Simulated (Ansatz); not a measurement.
The parent structure is ZrSi in the rock salt structure (space group Fm-3m, No. 225; a = 5.3418 Å; a hypothetical phase, not in the database extracts checked).

Computed with Ansatz (a program for electronic structure), PBEsol, PAW, cutoff 420 eV, no spin-orbit coupling, earlier PAW set.

One change was made to it. Results:

| quantity | base | after |
|---|---|---|
| density | 5.20 g/cm³ | 5.94 g/cm³ |
| band gap | zero | zero |

Q: What was done to the base?
A. Si → S
B. Zr → Y
C. Si → C

A: A, Si → S. For comparison, the density in the other runs: Si → C gives 6.73 g/cm³; Zr → Y gives 4.10 g/cm³.

Whether these cells are dynamically stable was not tested. As relaxed here, YSi is a hypothetical phase, not in the database extracts checked. All final runs are without spin polarisation. An odd electron count without spin: YSi. YSi has a high density of states at the Fermi level and may be magnetic at this level.
